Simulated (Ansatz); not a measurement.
# Effect of isotropic strain −1.14 % on CdTe

The reference is CdTe in the zinc blende structure (space group F-43m, No. 216; a = 6.558 Å).

One thing is altered: an isotropic linear strain of −1.14 %, atoms relaxed at fixed cell.

Level of theory: r2SCAN (Ansatz, an electronic-structure program), no spin-orbit coupling. Γ-centred 9×9×9 mesh, Fermi–Dirac width 0.05 eV.

The volume per atom shrinks by 1.19 Å³ (35.25 Å³ → 34.06 Å³) and the space group stays F-43m (No. 216). The shortest interatomic distance shrinks by 0.0324 Å (2.840 Å → 2.807 Å) and the energy grows by 5.4 meV/atom. The pressure goes from zero to 1.50 GPa and the band gap increases by 0.11 eV, from 1.17 eV to 1.28 eV. The gap character stays direct at Γ and the mean gap deformation potential ΔEg/Δln V comes out as -3.2 eV. The width of the top valence band rises by 0.14 eV to 2.23 eV and the electron mass becomes 0.095 mₑ (at Γ) (base: 0.090 mₑ (at Γ)). The hole mass (degenerate bands, along [100]) becomes 0.097, 0.52, 0.52 mₑ (at Γ) (base: 0.092, 0.55, 0.55 mₑ (at Γ)) and the valley order (the lowest conduction-band minima on the path, energy above the VBM, named in the base's zone) becomes Γ 1.28 eV; L along ⟨111⟩ 2.24 eV (base: Γ 1.17 eV; L along ⟨111⟩ 2.20 eV).

Cost of the whole job for the changed cell (relaxation, final SCF and bands): about 60 core-seconds (a rough figure).

With Te present, leaving out spin-orbit coupling can change the band edges. Effective masses come from finite differences of ±0.01 Å⁻¹. Stability against distortions was not tested.
